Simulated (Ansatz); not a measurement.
Results of r²SCAN (Ansatz, a program for electronic structure, PAW) for NiAs-type NiSb.

Numerical settings: plane-wave cutoff 560 eV, 18×18×12 k mesh (along the axes of the cell as run), Fermi–Dirac smearing 0.05 eV, no spin polarisation, scalar-relativistic PAW data made under PBE.

Shape and atoms are relaxed at each volume.

Pressure at four volumes; x = ln(V/17.129 Å³). One pressure is withheld.

```csv
V (Å³/atom),x,P (GPa)
16.443,-0.0409,?
16.786,-0.0202,2.64
17.129,0.0000,0.00
17.814,0.0392,-4.42
```

Pass a parabola P(x) through the three rows shown, estimate the bulk modulus and its pressure derivative near zero pressure, and predict the withheld pressure.

Slopes between the rows: (0.00 − (2.64))/(0.0000 − (-0.0202)) = -130.69 and (-4.42 − (0.00))/(0.0392 − (0.0000)) = -112.76 GPa. Their difference over the span 0.0594 is c = 17.93/0.0594 = 301.9 GPa, so P(x) = 2.64 + (-130.69)(x − (-0.0202)) + 301.9 (x − (-0.0202))(x − (0.0000)). At the middle row B = −dP/dx = −[-130.69 + 301.9 × 0.0202] = 124.6 GPa, and B′ = dB/dP = 2c/B = 4.8. At x = -0.0409 the parabola gives 5.60 GPa; the run gives 5.60 GPa. The Birch–Murnaghan fit to the energies at all volumes has B0 = 124 GPa and B′ = 4.9.

Spin–orbit coupling is not included.
